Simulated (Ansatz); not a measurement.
Where the default PAW files enter, the runs use the earlier of Ansatz's two default sets.

Given:

```
BP
1.0
    3.20471     0.00000     0.00000
    0.00000     3.20471     0.00000
    1.60235     1.60235     2.26607
B P
1 1
Direct
  0.00000   0.00000   0.00000
  0.75000   0.25000   0.50000
```

Space group of this cell: F-43m, zinc blende. The cell is taken as given.

Method: r2SCAN (plane waves, PAW; Ansatz, a first-principles code).

The current runs along the normal of the first two printed vectors; no spin-orbit coupling. Scaled by the factor s: all lengths (ions clamped). Meshes 14×14×14 and 10×10 across the current in all rows.

```tsv
s	mean pressure (GPa)	band gap (eV)
0.98	12.1	?
1.00	0.5	1.41
1.02	-8.6	1.50
```

Take the slope of the band gap against ln s from the two given rows, extrapolate to s = 0.98, and say what the run there gives.

Slope = (1.50 − 1.41) / ln 1.02 = 4.54 eV. The line gives 1.41 + (4.54) × ln 0.98 = 1.32 eV. The run gives 1.32 eV, as the line does.
